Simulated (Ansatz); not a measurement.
Base system: Ag in the fcc (Cu type) structure (space group Fm-3m, No. 225; a = 4.054 Å). Axes: x, y, z lie along the cube axes.

Method: PBEsol (Ansatz, a first-principles code), scalar-relativistic without spin-orbit coupling.

Base values:

* **Shortest interatomic distance**: 5.418 bohr

It is then changed as follows: uniaxial stress, 8 GPa compression along z; all other stress components relax to zero.

Question: Predict the new energy relative to the base.

Answer: The energy rises by 68 meV/atom.

Question: What happens to the shortest interatomic distance?

Answer: The shortest interatomic distance shrinks by 0.234 bohr, from 5.418 bohr to 5.184 bohr.

Without a gap, meshes like the base's 20×20×20 leave anisotropic stresses uncertain by several tenths of a GPa, and small strain energies with them. Load acts through the strain it causes; cell and atoms are relaxed under it. Stability under load was not tested beyond the relaxation. Under uniaxial stress, 8 GPa compression along z the cell changed shape so far that it is another structure.
